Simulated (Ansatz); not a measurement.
**Response to strain in SnO**

Start from SnO (space group P4/nmm, No. 129; layered, stacked along the Cartesian z axis).

```yaml
crystal:
  lattice:
    - [3.83709, 0.00000, 0.00000]
    - [0.00000, 3.83709, 0.00000]
    - [0.00000, 0.00000, 4.75881]
  atoms:
    - { symbol: Sn, position: [0.50000, 0.00000, 0.75657] }
    - { symbol: Sn, position: [0.00000, 0.50000, 0.24343] }
    - { symbol: O, position: [0.50000, 0.50000, 0.00000] }
    - { symbol: O, position: [0.00000, 0.00000, 0.00000] }
```

Cartesian axes are those of the cell as printed.

Strains are applied to the cell and any free atomic positions relax.

All numbers come from PBE-D3(BJ)/PAW in Ansatz (a first-principles code), no SOC.

Notes on the quantities. pressure: mean of the normal stresses, compression positive; energy relative to the base: free energy F.

```json
[
 {"case": "base", "largest internal atomic displacement": "–", "pressure": "0.0 GPa", "energy relative to the base": "0 meV/atom", "shortest interatomic distance": "4.235 bohr"},
 {"case": "uniaxial strain ε_zz = −3.00 %", "largest internal atomic displacement": "0.028 Å", "pressure": "0.8 GPa", "energy relative to the base": "+2.2 meV/atom", "shortest interatomic distance": "4.228 bohr"},
 {"case": "uniaxial strain ε_zz = −2.40 %", "largest internal atomic displacement": "0.022 Å", "pressure": "0.6 GPa", "energy relative to the base": "+1.4 meV/atom", "shortest interatomic distance": "4.230 bohr"},
 {"case": "uniaxial strain ε_zz = −1.80 %", "largest internal atomic displacement": "0.017 Å", "pressure": "0.5 GPa", "energy relative to the base": "+0.8 meV/atom", "shortest interatomic distance": "4.231 bohr"},
 {"case": "uniaxial strain ε_zz = −1.20 %", "largest internal atomic displacement": "0.011 Å", "pressure": "0.3 GPa", "energy relative to the base": "+0.3 meV/atom", "shortest interatomic distance": "4.233 bohr"},
 {"case": "uniaxial strain ε_zz = −0.60 %", "largest internal atomic displacement": "–", "pressure": "0.1 GPa", "energy relative to the base": "+0.1 meV/atom", "shortest interatomic distance": "4.234 bohr"}
]
```

Stability against distortions was not tested. The final runs are not spin-polarised.
